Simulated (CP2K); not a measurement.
# Worked example: self-consistent single point of YAl₃Ag (Imm2, 5 atoms in the cell) in CP2K

Computed with LDA (Pade form), GPW, DZVP-MOLOPT-SR-GTH basis, GTH-PADE potentials (GTH_POTENTIALS) (CP2K).

Input:

```
&GLOBAL
  PROJECT bulk
  RUN_TYPE ENERGY_FORCE
  PRINT_LEVEL MEDIUM
&END GLOBAL
&FORCE_EVAL
  METHOD Quickstep
  STRESS_TENSOR ANALYTICAL
  &DFT
    BASIS_SET_FILE_NAME BASIS_MOLOPT
    POTENTIAL_FILE_NAME GTH_POTENTIALS
    &QS
      METHOD GPW
      EPS_DEFAULT 1E-10
    &END QS
    &MGRID
      CUTOFF 500
      REL_CUTOFF 50
      NGRIDS 5
    &END MGRID
    &SCF
      SCF_GUESS ATOMIC
      EPS_SCF 1E-6
      MAX_SCF 100
      ADDED_MOS 6
      &DIAGONALIZATION
        ALGORITHM STANDARD
      &END DIAGONALIZATION
      &MIXING
        METHOD BROYDEN_MIXING
        ALPHA 0.3
        NBUFFER 8
        BETA 1
      &END MIXING
      &SMEAR ON
        METHOD FERMI_DIRAC
        ELECTRONIC_TEMPERATURE [K] 580.23
      &END SMEAR
    &END SCF
    &KPOINTS
      SCHEME MONKHORST-PACK 7 7 7
    &END KPOINTS
    &XC
      &XC_FUNCTIONAL PADE
      &END XC_FUNCTIONAL
    &END XC
    &PRINT
      &MO
        EIGENVALUES T
        OCCUPATION_NUMBERS T
        NDIGITS 8
        FILENAME mo
        &EACH
          QS_SCF 0
        &END EACH
        ADD_LAST NUMERIC
      &END MO
      &MULLIKEN ON
      &END MULLIKEN
    &END PRINT
  &END DFT
  &SUBSYS
    &CELL
      ABC 6.44420100 6.44420207 6.44420082
      ALPHA_BETA_GAMMA 141.77666517 141.60740064 55.29309230
      PERIODIC XYZ
    &END CELL
    &COORD
      Y        0.00141587     0.00074167     0.00000000
      Al       1.83602899     2.64238336     1.49509200
      Al       6.16573057     3.22974701     0.00000000
      Al       3.94563875     2.06681347     0.00000000
      Ag       3.22707368    -0.00457248     1.49509200
    &END COORD
    &KIND Y
      BASIS_SET DZVP-MOLOPT-SR-GTH-q11
      POTENTIAL GTH-PADE-q11
    &END KIND
    &KIND Al
      BASIS_SET DZVP-MOLOPT-SR-GTH-q3
      POTENTIAL GTH-PADE-q3
    &END KIND
    &KIND Ag
      BASIS_SET DZVP-MOLOPT-SR-GTH-q11
      POTENTIAL GTH-PADE-q11
    &END KIND
  &END SUBSYS
  &PRINT
    &FORCES ON
    &END FORCES
    &STRESS_TENSOR ON
    &END STRESS_TENSOR
  &END PRINT
&END FORCE_EVAL
```

Log, with long lists cut:

```
 GLOBAL| Method name                                                        CP2K
 GLOBAL| Project name                                                       bulk
 GLOBAL| Run type                                                   ENERGY_FORCE

 CELL| Volume [angstrom^3]:                                           102.081677
 CELL| Vector a [angstrom]:       6.444     0.000     0.000   |a| =     6.444201
 CELL| Vector b [angstrom]:       3.669     5.298     0.000   |b| =     6.444202
 CELL| Vector c [angstrom]:      -5.051    -2.660     2.990   |c| =     6.444201
 CELL| Angle (b,c), alpha [degree]:                                   141.776665
 CELL| Angle (a,c), beta  [degree]:                                   141.607401
 CELL| Angle (a,b), gamma [degree]:                                    55.293092
 CELL| Numerically orthorhombic:                                              NO
 CELL| Periodicity                                                           XYZ

 DFT| Spin restricted Kohn-Sham (RKS) calculation                            RKS
 DFT| Multiplicity                                                             2
 DFT| Number of spin states                                                    1
 DFT| Charge                                                                   0
 DFT| XC density smoothing                                                  NONE
 DFT| XC derivatives                                                          PW

 QS| Method:                                                                 GPW
 QS| Density plane wave grid type                        NON-SPHERICAL FULLSPACE
 QS| Number of grid levels:                                                    5
 QS| Density cutoff [a.u.]:                                                250.0
 QS| Multi grid cutoff [a.u.]: 1) grid level                               250.0
   [... lines left out ...]
 BRILLOUIN| Wavefunction type                                            COMPLEX
 BRILLOUIN| List of Kpoints [2 Pi/Bohr]                                      172
 BRILLOUIN| Number           Weight            X              Y              Z
 BRILLOUIN|     1           0.00583       -0.42857       -0.42857       -0.42857
 BRILLOUIN|     2           0.00583       -0.42857       -0.42857       -0.28571
 BRILLOUIN|     3           0.00583       -0.42857       -0.42857       -0.14286
   [... 169 lines left out ...]
 *******************************************************************************

 Extrapolation method: initial_guess

 Re-scaling the density matrix to get the right number of electrons
                  # Electrons              Trace(P)               Scaling factor
                           31                31.000                        1.000

 Number of electrons:                                                         31
 Number of occupied orbitals:                                                 16
 Number of molecular orbitals:                                                22

 Number of orbital functions:                                                 90
 Number of independent orbital functions:                                     90
 SCF WAVEFUNCTION OPTIMIZATION

  Step     Update method      Time    Convergence         Total energy    Change
     1 NoMix/Diag. 0.30E+00      -     0.96338288       -82.1633807485 -8.22E+01
     2 Broy./Diag. 0.30E+00      -     0.58602077       -84.2670858405 -2.10E+00
     3 Broy./Diag. 0.30E+00      -     0.18638580       -82.5475212250  1.72E+00
     4 Broy./Diag. 0.30E+00      -     0.11191031       -81.8371841352  7.10E-01
     5 Broy./Diag. 0.30E+00      -     0.05536762       -81.6032196335  2.34E-01
     6 Broy./Diag. 0.30E+00      -     0.01716898       -81.7140633628 -1.11E-01
     7 Broy./Diag. 0.30E+00      -     0.01159816       -81.7354596996 -2.14E-02
   [... 2 lines left out ...]
    10 Broy./Diag. 0.30E+00      -     0.00006659       -81.7164197027 -2.42E-03
    11 Broy./Diag. 0.30E+00      -     0.00012517       -81.7163823643  3.73E-05
    12 Broy./Diag. 0.30E+00      -     0.00000170       -81.7161405635  2.42E-04
    13 Broy./Diag. 0.30E+00      -     0.00000252       -81.7161654214 -2.49E-05
    14 Broy./Diag. 0.30E+00      -     0.00000017       -81.7161671582 -1.74E-06
  *** SCF run converged in    14 steps ***

  Electronic density on regular grids:        -30.9999999988        0.0000000012
  Core density on regular grids:               30.9999999952       -0.0000000048
  Total charge density on r-space grids:       -0.0000000036
  Total charge density g-space grids:          -0.0000000036

  Overlap energy of the core charge distribution:               0.00000000013605
  Self energy of the core charge distribution:               -148.66890429626844
  Core Hamiltonian energy:                                     38.84801236963270
  Hartree energy:                                              41.14749516655698
  Exchange-correlation energy:                                -13.04243705143183
  Electronic entropic energy:                                  -0.00033334677619
  Fermi energy:                                                 0.25034540588023

  Total energy:                                               -81.71616715818344
  Total energy (extrapolated to T->0):                        -81.71600048479534

                     Mulliken Population Analysis

 #  Atom  Element  Kind  Atomic population                           Net charge
       1     Y        1         11.137992                             -0.137992
       2     Al       2          2.695739                              0.304261
       3     Al       2          2.524329                              0.475671
       4     Al       2          2.528132                              0.471868
       5     Ag       3         12.113808                             -1.113808
 # Total charge                             31.000000                  0.000000

 ENERGY| Total FORCE_EVAL ( QS ) energy [hartree]            -81.716168134096620

 FORCES| Atomic forces [hartree/bohr]
 FORCES|   Atom     x               y               z               |f|
 FORCES|      1 -5.78910790E-05 -3.03326153E-05  8.17946015E-08   6.53563407E-05
 FORCES|      2 -2.68733306E-04 -1.40784179E-04 -1.12416028E-08   3.03377282E-04
 FORCES|      3  1.55772843E-03  8.16025972E-04  4.43338918E-08   1.75852673E-03
 FORCES|      4 -1.31291846E-03 -6.87799265E-04 -1.55586220E-08   1.48216825E-03
 FORCES|      5  8.17000891E-05  4.28309277E-05 -1.00000077E-07   9.22464250E-05
 FORCES| Sum    -1.14323320E-07 -5.91597055E-08 -6.71808675E-10
 FORCES| Total atomic force                                       1.28725070E-07

 STRESS| Analytical stress tensor [bar]
 STRESS|                        x                   y                   z
 STRESS|      x       -7.39668540079E+04  -7.08700784570E+02  -9.19528715881E+02
 STRESS|      y       -7.08700784570E+02  -7.29850705997E+04   1.75447758455E+03
 STRESS|      z       -9.19528715881E+02   1.75447758455E+03  -7.25963592963E+04
 STRESS| 1/3 Trace                                            -7.31827613013E+04
```

The run converged in 14 iterations.

The starting cell comes from a database of computed structures (which also holds hypothetical and non-ambient phases and stackings), without a prior relaxation at this level. Its lattice was rescaled by a random factor within 2.5 % of one. Values carry the incompleteness of an atom-centred basis. With a pressure of about -7 GPa the cell is away from its equilibrium volume at this level.

Cost on one core of a shared machine: roughly 2 min.
